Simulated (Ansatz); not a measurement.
Response to strain in C

The reference is C in the diamond structure (space group Fd-3m, No. 227; a = 3.560 Å). Axes: x, y, z lie along the cube axes.

Strains are applied to the cell and any free atomic positions relax; under biaxial strain the out-of-plane vector relaxes too.

Level of theory: r2SCAN in Ansatz (plane waves to 500 eV, PAW, scalar-relativistic without spin-orbit coupling).

Notes on the quantities. energy relative to the base: free energy F.

| biaxial strain, plane normal [001], relaxed out of plane (%) | energy relative to the base (meV/atom) |
|---|---|
| 0 | 0.0 |
| 0.5 | 1.0 |
| 1 | 4.2 |
| 1.5 | 9.3 |
| 2 | 16.3 |
| 2.5 | ? |
| 3 | 36.0 |

Q: Fit ΔE = Aε² + Bε³ (ε in %) to the rows shown and predict the withheld row.

A: Least squares on the printed values gives A = 4.25 and B = -0.083 meV/atom (largest residual 0.1 meV/atom); this predicts 25.3 meV/atom, and the run gives 25.2 meV/atom, in agreement.

Whether these cells are dynamically stable was not tested.

Ansatz is a quantum-chemistry and plane-wave program.
